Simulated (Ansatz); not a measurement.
Electronic density of states of amorphous Si$_{24}$O$_{56}$Al$_{2}$P$_{2}$, density 2.25 g/cm³, on a 2×2×2 Γ-centred mesh with a Gaussian width of 0.1 eV; energies count from the Fermi level, whose place inside the gap is arbitrary. Cell and mesh are small, so fine structure isn't converged. All values below come from PBE, scalar-relativistic without spin-orbit coupling (plane waves to 420 eV, PAW; Ansatz, an electronic-structure program). Sampling: a 2×2×2 Γ-centred mesh; Fermi-Dirac width 0.02 eV; no spin polarisation. At PBE the levels at the filled edge of the gap are localised (band-tail or defect states), and the nearest spread-out levels lie 4.8 eV apart at the zone centre.

The cell was made by melting and quenching with the CHGNet potential and then relaxed with DFT. O atoms were pushed apart under 1.9 Å during the dynamics, to hinder bonds among them. The hot cell started wider than the set density and was brought back towards it in steps. It is the lowest in DFT energy of 2 quenches. It is a model cell: composition and starting density were chosen by hand, and all elements were melted together. No dispersion term was used. Its density started from a set value of 2.25 and ended at 2.25 g/cm³. The simulated quench (nominally 400 K/ps over its main leg) is rapid and tends to freeze in more defects than a deposited or slowly cooled glass has. One small periodic cell is one sample of the glass; other quenches scatter about these values. The volume was held where the preparation left it, at a PBE pressure of -0.5 GPa (tension). Stress components on the final sampling reach 1.8 GPa.

(E - EF (eV), states/(eV atom)): (-12.00, 0.05); (-11.90, 0.12); (-11.80, 0.09); (-11.70, 0.11); (-11.60, 0.13); (-11.50, 0.12); (-11.40, 0.12); (-11.30, 0.16); (-11.20, 0.19); (-11.10, 0.17); (-11.00, 0.17); (-10.90, 0.20); (-10.80, 0.21); (-10.70, 0.22); (-10.60, 0.20); (-10.50, 0.18); (-10.40, 0.15); (-10.30, 0.13); (-10.20, 0.14); (-10.10, 0.17); (-10.00, 0.21); (-9.90, 0.21); (-9.80, 0.20); (-9.70, 0.22); (-9.60, 0.20); (-9.50, 0.15); (-9.40, 0.12); (-9.30, 0.18); (-9.20, 0.26); (-9.10, 0.21); (-9.00, 0.22); (-8.90, 0.29); (-8.80, 0.34); (-8.70, 0.32); (-8.60, 0.28); (-8.50, 0.28); (-8.40, 0.36); (-8.30, 0.41); (-8.20, 0.45); (-8.10, 0.43); (-8.00, 0.38); (-7.90, 0.33); (-7.80, 0.43); (-7.70, 0.50); (-7.60, 0.45); (-7.50, 0.33); (-7.40, 0.20); (-7.30, 0.22); (-7.20, 0.28); (-7.10, 0.32); (-7.00, 0.38); (-6.90, 0.38); (-6.80, 0.28); (-6.70, 0.27); (-6.60, 0.35); (-6.50, 0.40); (-6.40, 0.47); (-6.30, 0.47); (-6.20, 0.46); (-6.10, 0.48); (-6.00, 0.45); (-5.90, 0.53); (-5.80, 0.57); (-5.70, 0.56); (-5.60, 0.57); (-5.50, 0.61); (-5.40, 0.66); (-5.30, 0.72); (-5.20, 0.72); (-5.10, 0.71); (-5.00, 0.72); (-4.90, 0.78); (-4.80, 0.71); (-4.70, 0.72); (-4.60, 0.81); (-4.50, 0.86); (-4.40, 0.88); (-4.30, 0.83); (-4.20, 0.77); (-4.10, 0.79); (-4.00, 0.78); (-3.90, 0.70); (-3.80, 0.69); (-3.70, 0.67); (-3.60, 0.69); (-3.50, 0.81); (-3.40, 0.83); (-3.30, 0.75); (-3.20, 0.67); (-3.10, 0.54); (-3.00, 0.38); (-2.90, 0.37); (-2.80, 0.30); (-2.70, 0.21); (-2.60, 0.28); (-2.50, 0.32); (-2.40, 0.14); (-2.30, 0.12); (-2.20, 0.09); (-2.10, 0.08); (-2.00, 0.13); (-1.90, 0.13); (-1.80, 0.12); (-1.70, 0.03); (-1.60, 0.00); (-1.50, 0.00); (-1.40, 0.00); (-1.30, 0.00); (-1.20, 0.00); (-1.10, 0.00); (-1.00, 0.00); (-0.90, 0.00); (-0.80, 0.00); (-0.70, 0.00); (-0.60, 0.00); (-0.50, 0.00); (-0.40, 0.00); (-0.30, 0.00); (-0.20, 0.00); (-0.10, 0.00); (0.00, 0.00); (0.10, 0.00); (0.20, 0.00); (0.30, 0.00); (0.40, 0.00); (0.50, 0.00); (0.60, 0.00); (0.70, 0.00); (0.80, 0.00); (0.90, 0.00); (1.00, 0.00); (1.10, 0.00); (1.20, 0.00); (1.30, 0.00); (1.40, 0.00); (1.50, 0.00); (1.60, 0.00); (1.70, 0.01); (1.80, 0.03); (1.90, 0.06); (2.00, 0.09); (2.10, 0.04); (2.20, 0.01); (2.30, 0.00); (2.40, 0.00); (2.50, 0.00); (2.60, 0.02); (2.70, 0.05); (2.80, 0.05); (2.90, 0.08); (3.00, 0.15); (3.10, 0.12); (3.20, 0.07); (3.30, 0.06); (3.40, 0.07); (3.50, 0.09); (3.60, 0.07); (3.70, 0.06); (3.80, 0.08); (3.90, 0.09); (4.00, 0.09); (4.10, 0.12); (4.20, 0.15); (4.30, 0.18); (4.40, 0.16); (4.50, 0.13); (4.60, 0.16); (4.70, 0.23); (4.80, 0.23); (4.90, 0.25); (5.00, 0.26); (5.10, 0.24); (5.20, 0.26); (5.30, 0.30); (5.40, 0.34); (5.50, 0.36); (5.60, 0.37); (5.70, 0.41); (5.80, 0.44); (5.90, 0.46); (6.00, 0.51); (6.10, 0.57)

The level gap on this mesh is 3.62 eV; the broadening fills part of it in the curve.
